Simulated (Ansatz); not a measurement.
System: rutile MgH₂. Method: LDA in Ansatz (plane waves, PAW).

Settings: plane-wave cutoff 520 eV, 6×6×8 k mesh (along the axes of the cell as run), scalar-relativistic PAW data made under PBE.

Cell (relaxed at this level):

```
MgH2
1.0
    4.42851     0.00000     0.00000
    0.00000     4.42851     0.00000
    0.00000     0.00000     2.97318
Mg H
2 4
Direct
  0.00000   0.00000   0.00000
  0.50000   0.50000   0.50000
  0.30431   0.30431   0.00000
  0.80431   0.19569   0.50000
  0.19569   0.80431   0.50000
  0.69569   0.69569   0.00000
```

What does this level give for the polycrystal shear modulus (Hill average), elastic constant C66, elastic constant C44, Poisson ratio, elastic constant C11, elastic constant C12, elastic constant C13 and elastic constant C33?


* **polycrystal shear modulus (Hill average)**: 33.9 GPa
* **elastic constant C66**: 55.7 GPa
* **elastic constant C44**: 38.1 GPa
* **Poisson ratio**: 0.242
* **elastic constant C11**: 71.7 GPa
* **elastic constant C12**: 44.1 GPa
* **elastic constant C13**: 32.6 GPa
* **elastic constant C33**: 139 GPa

Elastic constants are with the ions relaxed.

The computed numbers hold no vibrational or temperature effects.

Cost on a shared machine: around 2.9 core-minutes (rough).

Ansatz is a first-principles code.
